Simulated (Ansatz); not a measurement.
The reference is SiC in the zinc blende structure (space group F-43m, No. 216; a = 4.357 Å). Axes: x, y, z lie along the cube axes.

Method: r2SCAN, PAW, 500 eV (Ansatz, a program for electronic structure; no SOC), earlier PAW set.

Before the change:

```
Quantity                            Result
-------------------  ---------------------
Valley order         X along ⟨100⟩ 1.71 eV
Smallest direct gap                5.05 eV
Pressure                          0.00 GPa
```

Perturbation: strain tensor (xx, yy, zz, yz, xz, xy) = (−1.57, +0.90, −0.58, +0.34, −1.14, −0.42) %, atoms relaxed at fixed cell.

Question: Predict the new valley order, smallest direct gap, energy relative to the base and pressure.

Answer: The valley order (the lowest conduction-band minima on the path, energy above the VBM, named in the base's zone) changes from X along ⟨100⟩ 1.71 eV to X along [100] 1.41 eV; X along [001] 1.50 eV; X along [010] 1.62 eV; the smallest direct gap decreases by 0.25 eV to 4.80 eV; the energy rises by 9.6 meV/atom; the pressure (mean of the normal stresses, compression positive) goes from zero to 3.02 GPa.

Whether these cells are dynamically stable was not tested.
